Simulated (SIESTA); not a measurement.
Worked example: self-consistent single point of SrMg6Zn (Amm2, 8 atoms in the cell) in SIESTA.

Method: GGA PBEsol, numerical atomic orbitals DZP, PseudoDojo PBEsol standard norm-conserving potentials (rewritten from UPF to PSML) run with SIESTA 5.4.2.

```
SrMg6Zn
1.0
    5.05318     0.00000     0.00000
    0.00000     3.33378     5.76197
    0.00000    -3.33378     5.76197
Sr Mg Zn
1 6 1
Direct
  0.50000   0.67442   0.67442
  0.00000   0.30238   0.84176
  0.00000   0.84176   0.30238
  0.00000   0.33078   0.33078
  0.50000   0.16074   0.68096
  0.50000   0.68096   0.16074
  0.50000   0.16249   0.16249
  0.00000   0.84646   0.84646
```

Reference input (self-consistent single point, DFT, GGA PBEsol, numerical atomic orbitals DZP, PseudoDojo PBEsol standard norm-conserving potentials (rewritten from UPF to PSML)): XC.functional = GGA; XC.authors = PBEsol; potentials = PseudoDojo PBEsol standard; PAO.BasisSize = DZP; PAO.EnergyShift = 0.01 Ry; MeshCutoff = 400 Ry; kgrid.MonkhorstPack = 5 4 4; OccupationFunction = MP; OccupationMPOrder = 1; ElectronicTemperature = 0.2 eV; MaxSCFIterations = 150; SCF.Mixer.Method = Pulay. This run's input differs from it in these lines:

```diff
@@ -40,3 +40,3 @@
 OccupationFunction           MP
-OccupationMPOrder            1
+OccupationMPOrder            0
 ElectronicTemperature        0.2 eV
```

Log, with long lists cut:

```
        iscf     Eharris(eV)        E_KS(eV)     FreeEng(eV)     dDmax    Ef(eV) dHmax(eV)
   scf:    1   -15344.915366   -15980.253230   -15980.472329  3.140006 -1.340426130.959157
   scf:    2   -16088.680216   -16250.915242   -16250.962185  3.560082 -2.932263 50.553047
   scf:    3   -16297.996393   -16277.210278   -16277.253555  0.536885 -2.830822 28.765568
   scf:    4   -16292.334714   -16286.681902   -16286.735076  0.825617 -2.786134  9.453867
   scf:    5   -16287.726627   -16287.465052   -16287.521529  0.295284 -2.787741  1.304886
   [... 6 lines left out ...]
   scf:   12   -16287.666913   -16287.666912   -16287.723253  0.000105 -2.801557  0.000631
   scf:   13   -16287.666912   -16287.666912   -16287.723253  0.000023 -2.801609  0.000325
   scf:   14   -16287.666912   -16287.666912   -16287.723253  0.000014 -2.801643  0.000117
   scf:   15   -16287.666912   -16287.666912   -16287.723253  0.000003 -2.801650  0.000029
SCF Convergence by DM+H criterion
max |DM_out - DM_in|         :     0.0000034121
max |H_out - H_in|      (eV) :     0.0000286337
SCF cycle converged after 15 iterations

Using DM_out to compute the final energy and forces

siesta: E_KS(eV) =           -16287.6669

siesta: E_KS - E_eggbox =    -16287.6669

siesta: Atomic forces (eV/Ang):
     1   -0.000000   -0.000000    0.027528
     2    0.000000   -0.119559   -0.201693
     3    0.000000    0.119559   -0.201693
     4    0.000000   -0.000000    0.053303
     5   -0.000000    0.043702   -0.055267
     6   -0.000000   -0.043702   -0.055267
     7   -0.000000    0.000000    0.121650
     8    0.000000    0.000000    0.376766
   Tot   -0.000000   -0.000000    0.065326
   Max    0.376766
   Res    0.108056    sqrt( Sum f_i^2 / 3N )
   Max    0.376766    constrained

   [... lines left out ...]
siesta: FreeEng =    -16287.723253
   [... lines left out ...]
siesta:    -0.015271    0.000000   -0.000000
siesta:    -0.000000   -0.007668   -0.000000
siesta:    -0.000000   -0.000000   -0.015191

siesta: Cell volume =        194.134203 Ang**3

siesta: Pressure (static):
siesta:                Solid            Molecule  Units
siesta:           0.00013843          0.00011923  Ry/Bohr**3
siesta:           0.01271001          0.01094716  eV/Ang**3
siesta:          20.36368899         17.53927763  kBar
```

The run converged in 15 iterations. Against the reference run the free energy falls by 3.6 meV/atom, the pressure stays at 2.04 GPa and the largest force moves little (0.384 to 0.377 eV/Å).

The starting cell comes from a database of computed structures (which also holds hypothetical and non-ambient phases and stackings), without a prior relaxation at this level. Its lattice was rescaled by a random factor within 2.5 % of one. Values carry the incompleteness of an atom-centred basis.

Cost on one core of a shared machine: roughly 40 s.
